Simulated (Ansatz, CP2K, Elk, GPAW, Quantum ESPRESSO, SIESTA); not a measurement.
## Tl3VSe4 (I-43m, 8 atoms in the cell) computed with different codes at matched settings

Self-consistent single point, at a second geometry (lattice scaled by 0.98). First geometry:

```xyz
8
Lattice="-3.9194 3.9194 3.9194 3.9194 -3.9194 3.9194 3.9194 3.9194 -3.9194" Properties=species:S:1:pos:R:3 pbc="T T T"
V      0.0000     0.0000     0.0000
Tl     0.0000     0.0000     3.9194
Tl     3.9194     0.0000     0.0000
Tl     0.0000     3.9194     0.0000
Se     2.6016     2.6016     2.6016
Se    -1.3178     1.3178     1.3178
Se     1.3178     1.3178    -1.3178
Se     1.3178    -1.3178     1.3178
```

Shared settings, as Ansatz (an electronic-structure program) writes them: kpoints.mp_grid.grid = 3 3 3; scf.occupations.method = fermi_dirac; scf.occupations.width = 0.0007 Ry. Potentials and cutoffs stand in the table.

```json
[
 {"code": "CP2K", "model": "LDA (Pade form), GPW, DZVP-MOLOPT-SR-GTH basis, GTH-PADE potentials (GTH_POTENTIALS)", "ΔF from the first geometry (meV/atom)": "-18.1", "pressure (GPa)": "-0.27", "largest force (eV/Å)": "0.578", "gap on the mesh (eV)": "1.905", "cutoff": "grid 600 Ry"},
 {"code": "Elk", "model": "LDA (PW92), all-electron FP-LAPW, Elk's shipped species files, default APW+lo basis", "ΔF from the first geometry (meV/atom)": "-19.7", "pressure (GPa)": "–", "largest force (eV/Å)": "–", "gap on the mesh (eV)": "1.922", "cutoff": "default"},
 {"code": "GPAW", "model": "LDA (Perdew-Wang 92), GPAW PAW datasets LDA (gpaw-data 1.0.1)", "ΔF from the first geometry (meV/atom)": "-25.2", "pressure (GPa)": "-1.02", "largest force (eV/Å)": "0.425", "gap on the mesh (eV)": "1.891", "cutoff": "800 eV"},
 {"code": "SIESTA", "model": "LDA PW92, numerical atomic orbitals DZP, PseudoDojo LDA standard norm-conserving potentials (rewritten from UPF to PSML)", "ΔF from the first geometry (meV/atom)": "-11.2", "pressure (GPa)": "0.41", "largest force (eV/Å)": "0.990", "gap on the mesh (eV)": "1.930", "cutoff": "grid 350 Ry"},
 {"code": "Quantum ESPRESSO", "model": "LDA (PW92), PseudoDojo standard norm-conserving (LDA) pseudopotentials", "ΔF from the first geometry (meV/atom)": "-23.7", "pressure (GPa)": "-0.86", "largest force (eV/Å)": "0.457", "gap on the mesh (eV)": "1.909", "cutoff": "90 Ry"},
 {"code": "Ansatz", "model": "LDA (PW92), default PAW files made with PBE", "ΔF from the first geometry (meV/atom)": "-23.7", "pressure (GPa)": "-0.88", "largest force (eV/Å)": "0.445", "gap on the mesh (eV)": "1.904", "cutoff": "default"}
]
```

A dash marks a value that a program does not give, or that is left out as unsure.

Gaps are read on the mesh.

On Ansatz's run: spin-orbit coupling is off.

The spread over the programs that give each value: ΔF from the first geometry within 14.0 meV/atom; pressure within 1.43 GPa; largest force within 0.565 eV/Å; gap on the mesh within 0.039 eV.

CP2K and SIESTA use small atom-centred bases, whose incompleteness enters pressures, forces and empty levels differently from a plane-wave cutoff. Elk treats all electrons, but the usual bases taken here (sphere radii, linearisation, local orbitals, empty states) were not tested for convergence, so the values are no reference for the others. Ansatz's pressure is given at a fixed set of plane waves, as the other plane-wave codes print theirs; with its correction for the finite basis it is -0.85 GPa. In the pressure, SIESTA (by 1.29) lies more than 1 GPa from the median of the plane-wave programs. In the force vectors, CP2K (by 0.132) and SIESTA (by 0.545) lie more than 0.08 eV/Å from the median of the plane-wave programs.

The starting cell comes from a database of computed structures (which also holds hypothetical and non-ambient phases and stackings), without a prior relaxation at this level. For this run, on top of that: lattice scaled by 0.98.

Keys are those of Ansatz 0.2.
